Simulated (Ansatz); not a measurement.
TiAs (P6₃/mmc, No. 194), treated with r²SCAN-D4 in Ansatz (plane waves, PAW).

Input file:

Ansatz 0.2 input:
```yaml
crystal:
  lattice:
    - [1.815079183, -3.1438093647, 0.0]
    - [1.815079183, 3.1438093647, 0.0]
    - [0.0, 0.0, 12.0095557631]
  atoms:
    - { symbol: Ti, position: [0.3333333333, 0.6666666667, 0.1174832504] }
    - { symbol: Ti, position: [0.6666666667, 0.3333333333, 0.6174832504] }
    - { symbol: Ti, position: [0.6666666667, 0.3333333333, 0.8825167496] }
    - { symbol: Ti, position: [0.3333333333, 0.6666666667, 0.3825167496] }
    - { symbol: As, position: [0.0, 0.0, 0.0] }
    - { symbol: As, position: [0.0, 0.0, 0.5] }
    - { symbol: As, position: [0.3333333333, 0.6666666667, 0.75] }
    - { symbol: As, position: [0.6666666667, 0.3333333333, 0.25] }
basis:
  ecutwfc: 560
  ecutrho_ratio: 4
  xc_grid: 3
kpoints:
  mp_grid: { grid: [18, 18, 6] }
hamiltonian:
  xc: r2scan
  dispersion: d4
  pseudopotentials: { kind: paw }
scf:
  occupations: { method: fermi_dirac, width: 0.05 }
  convergence: { dr2_threshold: 0.0000000008 }
output:
  forces: true
  stress: true
  eigenvalues: true
```

From the output:

```
Crystal: 8 atoms, lattice volume = 137.059 Å³
Basis set: ecut = 560 eV, 4085 PW (Γ), exchange–correlation on 90×90×288 points (27 copies of the dense FFT grid, shifted against one another)
Bands: 65, of which v1, the nominal top of the filled ones, is band 54 counted from 1 (53 counted from 0)
Symmetry: 24 space group operations
Space group: P63/mmc (ITA 194), of the structure as read, at distance tolerance 5.2e-5 Å
k-points: 148 of 1944
Functional: x = r2scan, c = r2scan; τ floored in thin density (d = 2e-4 eV/Å³)
SCF iter   1: F=—  HF=-29485.280666 eV  |F-HF|=—  |Δ(HF+E_count)|=         —  Δρ=1.84e-2  dr2=6.58e-1  dr2_τ=5.71e-2
SCF iter   2: F=—  HF=-29485.369307 eV  |F-HF|=—  |Δ(HF+E_count)|=   8.86e-2  Δρ=3.72e-3  dr2=1.56e-2  dr2_τ=9.15e-3
  ...
SCF iter  10: F=—  HF=-29485.378802 eV  |F-HF|=—  |Δ(HF+E_count)|=  5.17e-10  Δρ=2.25e-6  dr2=1.80e-8  dr2_τ=1.29e-10
SCF iter  11: F=-29485.378802 eV  HF=-29485.378802 eV  |F-HF|=1.46e-11  |Δ(HF+E_count)|=   1.29e-9  Δρ=4.77e-7  dr2=4.70e-10  dr2_τ=9.21e-12
SCF 1 converged in 11 iterations: F = -29485.378802 eV  dr2 = 4.70e-10
SCF converged after 11 iterations
Free energy (F): -29485.378802 eV
Internal energy: -29485.347676 eV  (E = F + TS)
E sigma→0 (E₀):  -29485.363239 eV
Fermi energy:    13.972337 eV
--- Forces (eV/Å), atoms counted from 1 ---
  atom   1  Ti     0.00000000     0.00000000     0.00129952
  atom   2  Ti    -0.00000000     0.00000000     0.00129952
  atom   3  Ti     0.00000000    -0.00000000    -0.00129952
  atom   4  Ti    -0.00000000     0.00000000    -0.00129952
  atom   5  As     0.00000000     0.00000000    -0.00000000
  atom   6  As     0.00000000    -0.00000000     0.00000000
  atom   7  As    -0.00000000     0.00000000     0.00000000
  atom   8  As     0.00000000     0.00000000    -0.00000000
--- Stress (GPa, compression-positive) ---
        0.006456      -0.000000      -0.000000
        0.000000       0.006456       0.000000
       -0.000000       0.000000      -0.001181
  P = ⅓ Tr σ = 0.0039 GPa (0.039 kbar)
```

The PAW data were made under PBE.

Ansatz is a first-principles code.
